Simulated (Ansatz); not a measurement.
Base system: ZnSe in the zinc blende structure (space group F-43m, No. 216).

```
ZnSe
1.0
    0.00000     2.78375     2.78375
    2.78375     0.00000     2.78375
    2.78375     2.78375     0.00000
Zn Se
1 1
Direct
  0.00000   0.00000   0.00000
  0.25000   0.25000   0.25000
```

Cartesian axes are those of the cell as printed.

Computed with LDA (Ansatz, a program for electronic structure, PAW, no spin-orbit coupling).

Perturbation: an isotropic linear strain of −0.50 %, atoms relaxed at fixed cell.

**Question.** Predict the stress tensor and what it implies for the stiffness.

**Answer.** Stress of the strained cell less that of the base (GPa, compression positive):
```
   1.12    0.00    0.00
   0.00    1.12    0.00
   0.00    0.00    1.12
```

Then B = −ΔP/(ΔV/V₀) with ΔV/V₀ = -0.0149 gives secant stiffness values (nonlinear terms included at this strain): B ≈ 75 GPa.

Whether these cells are dynamically stable was not tested.
